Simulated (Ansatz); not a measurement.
System: CsCl-type CuZn. Method: r²SCAN-D4 in Ansatz (plane waves, PAW).

Total energies, extrapolated to zero smearing (they compare only within this program, potentials and cutoff):

```json
[
 {"system": "CsCl-type CuZn, relaxed", "energy (eV/atom)": "-4978.7250"},
 {"system": "hcp Zn", "energy (eV/atom)": "-3325.7925"},
 {"system": "fcc Cu", "energy (eV/atom)": "-6631.4389"}
]
```

**Question.** Work out the formation enthalpy per atom.

**Answer.** ΔH_f ≈ ΔE = -4978.7250 − [1 × (-3325.7925) + 1 × (-6631.4389)]/2 = -0.109 eV/atom (0 K, no vibrations). The reference value is -0.124 eV/atom (measured, temperature not stated, not corrected to a static lattice; as tabulated in Nepal et al. (2020), arXiv:2007.11150), a difference of +0.015 eV/atom.

The PAW data were made under PBE.

Ansatz is a quantum-chemistry and plane-wave program.
